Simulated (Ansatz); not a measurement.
WN2 (P6₃/mmc, No. 194, 6 atoms in the cell; start mp-1077232), treated with LDA (Ansatz, a program for electronic structure, plane waves, PAW).

Settings: plane-wave cutoff 520 eV, 12×12×6 k mesh (along the axes of the cell as run), Fermi–Dirac smearing 0.01 eV, no spin polarisation, scalar-relativistic PAW data made under PBE.

Cell (relaxed at this level):

```yaml
crystal:
  lattice:
    - [2.88351, 0.00000, 0.00000]
    - [-1.44175, 2.49719, 0.00000]
    - [0.00000, 0.00000, 7.69630]
  atoms:
    - { symbol: W, position: [0.33333, 0.66667, 0.75000] }
    - { symbol: W, position: [0.66667, 0.33333, 0.25000] }
    - { symbol: N, position: [0.00000, 0.00000, 0.91021] }
    - { symbol: N, position: [0.00000, 0.00000, 0.08979] }
    - { symbol: N, position: [0.00000, 0.00000, 0.41021] }
    - { symbol: N, position: [0.00000, 0.00000, 0.58979] }
```

### Question
What does this level give for the band gap, direct gap at Γ and bulk modulus?

### Answer

- band gap = 1.42 eV (on the SCF k mesh)
- direct gap at Γ = 2.50 eV
- bulk modulus = 388 GPa

Note: the relaxation could not lower the start's symmetry, so the cell can be a saddle point above a distorted one; the bulk modulus is −V dP/dV from two relaxed cells at ±2 % in volume.

Spin–orbit coupling is not included.

Static lattice: no zero-point or thermal effects.

Cost on a shared machine: very roughly 80 core-seconds.

A start named mp-… is a Materials Project structure, which need not be a measured phase.
